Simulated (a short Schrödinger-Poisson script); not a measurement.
Stack: MOS inversion layer, SiO2 on p-type Si(110), at 300 K.

| layer | material | thickness (nm) | Na (cm⁻³) |
|---|---|---|---|
| 1 | SiO2 | 3.8 | - |
| 2 | Si | 580 | 5.4e17 |

The device is made up for the run: typed textbook-type constants, with dimensions and the other settings drawn at random. SiO2: permittivity 3.9, conduction-band edge (eV) 3.15, gap (eV) 9, electron mass (mₑ) 0.5. Si: permittivity 11.7, conduction-band edge (eV) 0, gap (eV) 1.124, Nv at 300 K (cm⁻³) 3.1e19.

Channel valleys (confinement mass, in-plane density-of-states mass, number): Δ4 0.315, 0.324, 4; Δ2 0.19, 0.417, 2. At the gate the conduction-band edge of layer 1 lies 3.41 eV − eVg above the Fermi level of the channel; the field vanishes at the back. Gaps are held at their typed values at every temperature. Mesh 0.03 nm at interfaces.

Solved with a short Schrödinger-Poisson script written for these runs: 1D Poisson equation in equilibrium, electrons classical, Fermi-Dirac, parabolic valleys, classical holes, full ionisation, no traps, pinning or gate leakage.

The same stack at other levels of the model or other numerical settings:

| run | sheet density of all electrons at Vg = 3 V (cm⁻²) | sheet density of all electrons at Vg = 1.2 V (cm⁻²) | capacitance at Vg = 3 V (μF/cm²) | centroid of the channel electrons at Vg = 3 V (nm) | rough cost against the base |
|---|---|---|---|---|---|
| base | 1.21e13 | 2.53e12 | 0.864 | 0.54 | about 1 |
| electrons treated as classical, Boltzmann | 1.24e13 | 2.58e12 | 0.890 | 0.34 | 0.2 |
| electrons treated as quantum, Hartree | 1.08e13 | 1.89e12 | 0.815 | 1.72 | 6 |
| mesh six times as coarse | 1.20e13 | 2.49e12 | 0.858 | 0.62 | 0.3 |

The classical rows ignore confinement, and Boltzmann statistics overrate the density once the band edge passes the Fermi level.
